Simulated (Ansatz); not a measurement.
The starting structures come from a database of crystals and need not be the phases stable at ambient conditions.

**Evanescent states of AlPO4 (P6_422, not sure to be the ambient phase, 18 atoms a cell, 14.2 Å³ an atom, 3 GPa at this level) along the normal of (101)**

All values below come from PBEsol (plane waves, PAW; Ansatz, an electronic-structure program).

The gap is the functional's own, uncorrected, and κ follows it; spin-orbit coupling is left out. Mid-gap values are interpolated between the computed energies.

Energies count from the valence-band top; κ is the least over a 6×4 mesh across the current.

```json
[
 {"E (eV)": "0.13", "κ (1/Å)": "0.273", "where": "Γ"},
 {"E (eV)": "0.39", "κ (1/Å)": "0.400", "where": "Γ"},
 {"E (eV)": "0.65", "κ (1/Å)": "0.475", "where": "Γ"},
 {"E (eV)": "0.91", "κ (1/Å)": "0.516", "where": "Γ"},
 {"E (eV)": "1.17", "κ (1/Å)": "0.521", "where": "Γ"},
 {"E (eV)": "1.43", "κ (1/Å)": "0.523", "where": "Γ"},
 {"E (eV)": "1.69", "κ (1/Å)": "0.523", "where": "Γ"},
 {"E (eV)": "1.95", "κ (1/Å)": "0.521", "where": "Γ"},
 {"E (eV)": "2.21", "κ (1/Å)": "0.517", "where": "Γ"},
 {"E (eV)": "2.47", "κ (1/Å)": "0.511", "where": "Γ"},
 {"E (eV)": "2.73", "κ (1/Å)": "0.502", "where": "Γ"},
 {"E (eV)": "2.99", "κ (1/Å)": "0.491", "where": "Γ"},
 {"E (eV)": "3.25", "κ (1/Å)": "0.478", "where": "Γ"},
 {"E (eV)": "3.51", "κ (1/Å)": "0.461", "where": "Γ"},
 {"E (eV)": "3.77", "κ (1/Å)": "0.441", "where": "Γ"},
 {"E (eV)": "4.03", "κ (1/Å)": "0.418", "where": "Γ"},
 {"E (eV)": "4.29", "κ (1/Å)": "0.390", "where": "Γ"},
 {"E (eV)": "4.55", "κ (1/Å)": "0.357", "where": "Γ"},
 {"E (eV)": "4.81", "κ (1/Å)": "0.316", "where": "Γ"},
 {"E (eV)": "5.07", "κ (1/Å)": "0.264", "where": "Γ"},
 {"E (eV)": "5.33", "κ (1/Å)": "0.191", "where": "Γ"},
 {"E (eV)": "5.59", "κ (1/Å)": "0.030", "where": "Γ"}
]
```

Problem. How thick must the barrier be to attenuate the transmission by 10^6 when the electrodes' Fermi level lies at 3.51 eV, and what attenuation does that film give at 1.69 eV?

Solution. d = 6 ln 10 / (2 × 0.461) = 15.0 Å. At 1.69 eV it gives 6 × 0.523/0.461 = 6.8 decades.
